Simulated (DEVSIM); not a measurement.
Device: abrupt Si n-p junction, at 300 K.

Layer 1 from the left is Si, thickness (μm) 0.640, Nd (cm⁻³) 6.7e15, τn (s) 0.00078, τp (s) 0.00078. Layer 2 from the left is Si, thickness (μm) 4.80, Na (cm⁻³) 7.2e15, τn (s) 0.00078, τp (s) 0.00078.

Left contact: ohmic. Right contact: ohmic. Voltage is applied to the left contact. Recombination: SRH at mid-gap. Mobility is constant in doping.

This is a model device: material constants are rounded textbook-type values typed into the input, and sizes, dopings and lifetimes were drawn at random. Values at 300 K.

Si: gap (eV) 1.124, affinity (eV) 4.05, permittivity 11.7, Nc (cm⁻³) 2.86e19, Nv (cm⁻³) 3.1e19, μn (cm²/Vs) 1417, μp (cm²/Vs) 470.

Q: Estimate by hand the built-in potential, the peak field at zero bias, and compare with a numerical solution.

A: 
- Built-in potential: ni = √(Nc Nv) exp(−Eg/2kT) = 1.08e10 cm⁻³ with Eg = 1.124 eV; Vbi = kT/q ln(Na Nd/ni²) = 0.692 V; numerical 0.692 V.
- Peak field at zero bias: depletion approximation: W = √(2εVbi/(qN)) = 0.508 μm with N = 3.47e15 cm⁻³; field = 2Vbi/W = 27200 V/cm; numerical 26200 V/cm (estimate above by 4.0 %).

DEVSIM, 1D drift-diffusion, Boltzmann statistics, complete ionisation; no tunnelling, impact ionisation, image-force lowering or self-heating.
